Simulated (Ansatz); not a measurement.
Subject: the energy of configuration A over configuration B. The value is E(A) − E(B).

Cell A: a slab of Rh (fcc, Fm-3m) cut along (111), 14 atoms, hexagonal cell of 5.42 Å (25.4 Å²), symmetry P3m1, 5.8 Å thick under 16 Å of vacuum, in-plane vectors held at the crystal's; planes from bottom to top: Rh4 × 3 | NO, its two faces unlike (dipole correction applied); added, foreign or displaced atoms, above the top plane: N bound to 3 Rh at 1.93 Å; O bound to 3 Rh at 2.03 Å; spin state with PBE: run without spin, k-point mesh 10×10×1.
```
Rh12NO
1.0
    5.41940     0.00000     0.00000
    2.70970     4.69334     0.00000
    0.00000     0.00000    21.69284
Rh N O
12 1 1
Direct
  0.16667   0.16667   0.36942
  0.66600   0.16799   0.36944
  0.16799   0.66600   0.36944
  0.66600   0.66600   0.36944
  0.83431   0.33285   0.46887
  0.33285   0.33285   0.46887
  0.83333   0.83333   0.46951
  0.33285   0.83431   0.46887
  0.00046   0.00046   0.57469
  0.49909   0.00046   0.57469
  0.00046   0.49909   0.57469
  0.50000   0.50000   0.56699
  0.83333   0.83333   0.62615
  0.16667   0.16667   0.63458
```

Cell B: a slab of Rh (fcc, Fm-3m) cut along (111), 14 atoms, hexagonal cell of 5.42 Å (25.4 Å²), symmetry P3m1, 6.9 Å thick under 16 Å of vacuum, in-plane vectors held at the crystal's; planes from bottom to top: Rh4 × 3 | N | O, its two faces unlike (dipole correction applied); added, foreign or displaced atoms, above the top plane: NO bound through N to 3 Rh at 2.06 Å; spin state with PBE: run without spin, k-point mesh 10×10×1.
```xyz
14
Lattice="5.4194 0.0000 0.0000 2.7097 4.6933 0.0000 0.0000 0.0000 22.9742" Properties=species:S:1:pos:R:3 pbc="T T T"
Rh     1.3549     0.7822     8.0306
Rh     4.0646     0.7898     8.0353
Rh     2.7162     3.1251     8.0353
Rh     5.4129     3.1251     8.0353
Rh     5.4209     1.5636    10.1865
Rh     2.7082     1.5636    10.1865
Rh     6.7743     3.9111    10.2076
Rh     4.0646     3.9129    10.1865
Rh    -0.0017    -0.0010    12.4307
Rh     2.7114    -0.0010    12.4307
Rh     1.3549     2.3487    12.4307
Rh     4.0646     2.3467    12.3328
N      1.3549     0.7822    13.7740
O      1.3549     0.7822    14.9769
```

All numbers come from Ansatz (an electronic-structure program), plane waves with PAW, its PAW set soft_1, cutoff 420 eV, 500 eV for r2SCAN. The structures are at rest with PBE, within the held lattices; other levels are single points on them. Neutral cells; Fermi-Dirac smearing of at most 0.10 eV in the solids, energies taken to zero width. The lattices are those relaxed with PBE, so at other levels the solids can be strained, which adds to the spread. A dispersion term (D3(BJ), or D4 for r2SCAN) was computed beside these levels and is taken off wherever the name lacks it. Nuclei at rest; no vibrational terms. The structures are the rest points that the relaxations reached, not proven lowest. No Hubbard U is applied. No correction for cell size. Cell A has symmetry P3m1 and got no random move, so less symmetric positions, which may lie lower, weren't tried. Cell B has symmetry P3m1 and got no random move, so less symmetric positions, which may lie lower, weren't tried.

Q: Estimate the value that PBE returns for this input.

A: -0.14 eV for A less B, so A lies lower.

Q: What do the other levels give, and how wide is the spread?

A: 
```csv
Level,value (eV),less PBE
r2SCAN,-0.36,-0.22
```

The levels span 0.22 eV, from r2SCAN (-0.36) to PBE (-0.14).
